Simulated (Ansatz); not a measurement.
Cl on the 1x1 (110) surface of bcc W, one in a 2x2 cell: adsorption energies (eV for each) against ½ Cl2(g) in Ansatz (plane waves, PAW). Structures relaxed with PBE; the other functionals are single points on them, with slab and gas at the same level. No dispersion, zero-point or thermal terms. Rows are starts at which the adsorbate stayed.

Slab: 17 atoms, 6.6 Å thick at the start under the adsorbate (thin: gaps and levels are the slab's own); k 6x6x1, smearing 0.1 eV, dipole-corrected; 8 atoms held, the rest relaxed; each run with such symmetry as its start has; no spin, no spin-orbit, no U, no dispersion correction.

```csv
site,PBE,RPBE,r2SCAN
top W,-2.13,-2.00,-2.37
hollow W-W-W,-2.62,-2.37,-2.92
bridge W-W (span 2.8 Å),-2.51,-2.30,-2.79
bridge W-W (span 3.2 Å),-2.34,-2.10,-2.66
```

RPBE moves the energies by 0.21 eV on average against PBE and puts 'hollow W-W-W' lowest, as PBE does. r2SCAN moves the energies by -0.28 eV on average against PBE and puts 'hollow W-W-W' lowest, as PBE does.

Ansatz is a quantum-chemistry and plane-wave program.
